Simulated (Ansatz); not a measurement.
Partial pair distribution functions of a relaxed model of amorphous In9Ga9Zn9O37Sr, broadened by 0.06 Å; density 5.87 g/cm³. Level of theory: PBE, scalar-relativistic without spin-orbit coupling (plane waves to 420 eV, PAW; Ansatz, a first-principles code).

The cell was made by melting and quenching with the CHGNet potential and then relaxed with DFT. O atoms were pushed apart under 1.9 Å during the dynamics, to hinder bonds among them. The hot cell started wider than the set density and was brought back towards it in steps. It is the lowest in DFT energy of 2 quenches. It is a model cell: composition and starting density were chosen by hand, and all elements were melted together. No dispersion term was used. Its density started from a set value of 5.87 and ended at 5.87 g/cm³. The quench (nominally 260 K/ps over its main leg) was far faster than any real one, so the model tends to hold more defects than a real film. A cell of this size samples the disorder only roughly. The volume was held where the preparation left it and the shape relaxed, at a PBE pressure of 2.4 GPa. Stress components on the final sampling reach 2.6 GPa.

```json
[
 {"r (Å)": "1.70", "g In-O": "0.00", "g Zn-O": "0.01", "g In-In": "0.00", "g Ga-Ga": "0.00"},
 {"r (Å)": "1.80", "g In-O": "0.00", "g Zn-O": "0.71", "g In-In": "0.00", "g Ga-Ga": "0.00"},
 {"r (Å)": "1.90", "g In-O": "0.09", "g Zn-O": "4.59", "g In-In": "0.00", "g Ga-Ga": "0.00"},
 {"r (Å)": "2.00", "g In-O": "2.01", "g Zn-O": "5.79", "g In-In": "0.00", "g Ga-Ga": "0.00"},
 {"r (Å)": "2.10", "g In-O": "6.73", "g Zn-O": "4.54", "g In-In": "0.00", "g Ga-Ga": "0.00"},
 {"r (Å)": "2.20", "g In-O": "6.18", "g Zn-O": "2.20", "g In-In": "0.00", "g Ga-Ga": "0.00"},
 {"r (Å)": "2.30", "g In-O": "3.15", "g Zn-O": "0.80", "g In-In": "0.00", "g Ga-Ga": "0.00"},
 {"r (Å)": "2.40", "g In-O": "1.42", "g Zn-O": "0.33", "g In-In": "0.00", "g Ga-Ga": "0.00"},
 {"r (Å)": "2.50", "g In-O": "0.63", "g Zn-O": "0.07", "g In-In": "0.00", "g Ga-Ga": "0.00"},
 {"r (Å)": "2.60", "g In-O": "0.27", "g Zn-O": "0.20", "g In-In": "0.00", "g Ga-Ga": "0.00"},
 {"r (Å)": "2.70", "g In-O": "0.05", "g Zn-O": "0.39", "g In-In": "0.00", "g Ga-Ga": "0.00"},
 {"r (Å)": "2.80", "g In-O": "0.01", "g Zn-O": "0.20", "g In-In": "0.00", "g Ga-Ga": "0.00"},
 {"r (Å)": "2.90", "g In-O": "0.21", "g Zn-O": "0.11", "g In-In": "0.00", "g Ga-Ga": "0.05"},
 {"r (Å)": "3.00", "g In-O": "0.51", "g Zn-O": "0.29", "g In-In": "0.01", "g Ga-Ga": "1.43"},
 {"r (Å)": "3.10", "g In-O": "0.45", "g Zn-O": "0.19", "g In-In": "0.45", "g Ga-Ga": "3.72"},
 {"r (Å)": "3.20", "g In-O": "0.35", "g Zn-O": "0.27", "g In-In": "2.90", "g Ga-Ga": "3.56"},
 {"r (Å)": "3.30", "g In-O": "0.17", "g Zn-O": "0.45", "g In-In": "3.87", "g Ga-Ga": "2.35"},
 {"r (Å)": "3.40", "g In-O": "0.33", "g Zn-O": "0.78", "g In-In": "3.40", "g Ga-Ga": "2.23"},
 {"r (Å)": "3.50", "g In-O": "0.63", "g Zn-O": "0.79", "g In-In": "4.01", "g Ga-Ga": "0.88"},
 {"r (Å)": "3.60", "g In-O": "1.01", "g Zn-O": "0.89", "g In-In": "2.49", "g Ga-Ga": "1.15"},
 {"r (Å)": "3.70", "g In-O": "0.86", "g Zn-O": "1.42", "g In-In": "2.32", "g Ga-Ga": "1.08"},
 {"r (Å)": "3.80", "g In-O": "0.96", "g Zn-O": "1.39", "g In-In": "1.26", "g Ga-Ga": "0.11"},
 {"r (Å)": "3.90", "g In-O": "1.07", "g Zn-O": "0.92", "g In-In": "1.18", "g Ga-Ga": "0.00"},
 {"r (Å)": "4.00", "g In-O": "1.10", "g Zn-O": "1.09", "g In-In": "1.46", "g Ga-Ga": "0.17"},
 {"r (Å)": "4.10", "g In-O": "1.13", "g Zn-O": "1.15", "g In-In": "0.30", "g Ga-Ga": "0.66"},
 {"r (Å)": "4.20", "g In-O": "0.97", "g Zn-O": "1.56", "g In-In": "0.00", "g Ga-Ga": "0.50"},
 {"r (Å)": "4.30", "g In-O": "1.05", "g Zn-O": "1.48", "g In-In": "0.00", "g Ga-Ga": "1.00"},
 {"r (Å)": "4.40", "g In-O": "1.16", "g Zn-O": "1.29", "g In-In": "0.05", "g Ga-Ga": "0.49"},
 {"r (Å)": "4.50", "g In-O": "1.69", "g Zn-O": "1.38", "g In-In": "0.47", "g Ga-Ga": "0.75"},
 {"r (Å)": "4.60", "g In-O": "1.57", "g Zn-O": "1.20", "g In-In": "0.26", "g Ga-Ga": "1.59"}
]
```

Within 2.72 Å each In has 5.56 O neighbours on average.
